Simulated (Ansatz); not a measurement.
## B₂O₃ (Cmc2₁, No. 36, 10 atoms in the cell; start mp-717; high-pressure phase)

Calculation: LDA (Ansatz, a program for electronic structure, plane waves, PAW).

Numerical settings: plane-wave cutoff 500 eV, 10×10×10 k mesh, gaussian smearing 0.02 eV, scalar-relativistic PAW data made under PBE.

Cell (relaxed at this level):

```cif
data_B4O6
_chemical_formula_sum 'B4 O6'
_space_group_name_H-M_alt 'P 1'
_space_group_IT_number 1
_cell_length_a 4.50855
_cell_length_b 4.50855
_cell_length_c 4.09790
_cell_angle_alpha 90.000
_cell_angle_beta 90.000
_cell_angle_gamma 61.015
loop_
_space_group_symop_operation_xyz
  'x, y, z'
loop_
_atom_site_label
_atom_site_type_symbol
_atom_site_fract_x
_atom_site_fract_y
_atom_site_fract_z
_atom_site_occupancy
B1 B 0.32466 0.00565 0.43231 1
B2 B 0.67534 0.99435 0.93231 1
B3 B 0.99435 0.67534 0.43231 1
B4 B 0.00565 0.32466 0.93231 1
O1 O 0.24624 0.75376 0.50081 1
O2 O 0.75376 0.24624 0.00081 1
O3 O 0.66066 0.92154 0.58099 1
O4 O 0.33934 0.07846 0.08099 1
O5 O 0.07846 0.33934 0.58099 1
O6 O 0.92154 0.66066 0.08099 1
```

```yaml
band_gap: 8.57 eV (on the SCF k mesh)
```

Note: the relaxation could not lower the start's symmetry, so the cell can be a saddle point above a distorted one.

A start named mp-… is a Materials Project structure, which need not be a measured phase.
